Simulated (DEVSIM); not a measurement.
Device: illuminated Ge p-on-n cell, one wavelength, with a back-surface field, at 350 K.

| layer (left to right) | material | thickness (μm) | Nd (cm⁻³) | Na (cm⁻³) | τn (s) | τp (s) | absorption coefficient (cm⁻¹) |
|---|---|---|---|---|---|---|---|
| 1 | Ge | 0.0530 | - | 1e18 | 5.7e-10 | 1.2e-8 | 380 |
| 2 | Ge | 290 | 9.9e16 | - | 3.1e-7 | 3.1e-7 | 380 |
| 3 | Ge | 0.380 | 1e18 | - | 3.1e-7 | 3.1e-7 | 380 |

Left contact: ohmic, minority electron recombination velocity 2000 cm/s. Right contact: ohmic, minority hole recombination velocity 50000 cm/s. Voltage is applied to the left contact. Recombination: SRH at mid-gap, radiative, Auger. Light enters at the left, 8.8e16 photons cm⁻² s⁻¹, one pass, no reflection. Mobility is μmin + (μ − μmin)/(1 + (N/Nref)^α).

This is a model device: material constants are rounded textbook-type values typed into the input, and sizes, dopings and lifetimes were drawn at random. Values at 300 K; Nc and Nv go as T^1.5, mobilities as T to minus their exponent, the gap by Varshni's rule with the affinity fixed.

| parameter | Ge |
|---|---|
| gap (eV) | 0.664 |
| affinity (eV) | 4 |
| permittivity | 16 |
| Nc (cm⁻³) | 1.04e19 |
| Nv (cm⁻³) | 6e18 |
| μn (cm²/Vs) | 3900 |
| μp (cm²/Vs) | 1900 |
| μn,min | 150 |
| μp,min | 100 |
| Nref,n | 2.6e17 |
| Nref,p | 4e17 |
| αn | 0.56 |
| αp | 0.6 |
| T exponent of μn | 1.66 |
| T exponent of μp | 2.33 |
| B (cm³/s) | 6.4e-14 |
| Cn (cm⁶/s) | 1e-31 |
| Cp (cm⁶/s) | 1e-31 |
| Varshni α (eV/K) | 0.000477 |
| Varshni β (K) | 235 |

DEVSIM, 1D drift-diffusion, Boltzmann statistics, complete ionisation; no tunnelling, impact ionisation, image-force lowering or self-heating.

Task: Tabulate band edges, carrier densities and field at zero bias, in the dark.

Result: Energies count from the Fermi level of the right contact; mesh points crowd at the junctions.

```
x (μm)   Ec (eV)  Ev (eV)  n (cm⁻³)  p (cm⁻³)  field (V/cm)
-------  -------  -------  --------  --------  ------------
0.000      0.583   -0.061    5.2e10    1.0e18           -13
0.02650    0.583   -0.062    5.3e10    9.8e17         -1100
0.05300    0.516   -0.128    4.9e11    1.1e17        -91000
0.09836    0.235   -0.409    5.4e15    9.7e12        -36000
0.3184     0.147   -0.497    9.9e16    5.3e11           ≈ 0
0.8654     0.147   -0.497    9.9e16    5.3e11           ≈ 0
2.446      0.147   -0.497    9.9e16    5.3e11           ≈ 0
9.711      0.147   -0.497    9.9e16    5.3e11           ≈ 0
28.01      0.147   -0.497    9.9e16    5.3e11           ≈ 0
80.89      0.147   -0.497    9.9e16    5.3e11           ≈ 0
197.5      0.147   -0.497    9.9e16    5.3e11           ≈ 0
267.9      0.147   -0.497    9.9e16    5.3e11           ≈ 0
282.4      0.147   -0.497    9.9e16    5.3e11           ≈ 0
287.4      0.147   -0.497    9.9e16    5.3e11           ≈ 0
289.4      0.147   -0.497    9.9e16    5.3e11           ≈ 0
289.9      0.147   -0.497    9.9e16    5.3e11           ≈ 0
290.0      0.146   -0.499    1.0e17    5.0e11          -950
290.1      0.108   -0.537    3.7e17    1.4e11        -31000
290.1      0.078   -0.567    1.0e18    5.2e10           ≈ 0
290.2      0.078   -0.567    1.0e18    5.2e10           ≈ 0
290.4      0.078   -0.567    1.0e18    5.2e10           ≈ 0
290.4      0.078   -0.567    1.0e18    5.2e10           ≈ 0
```
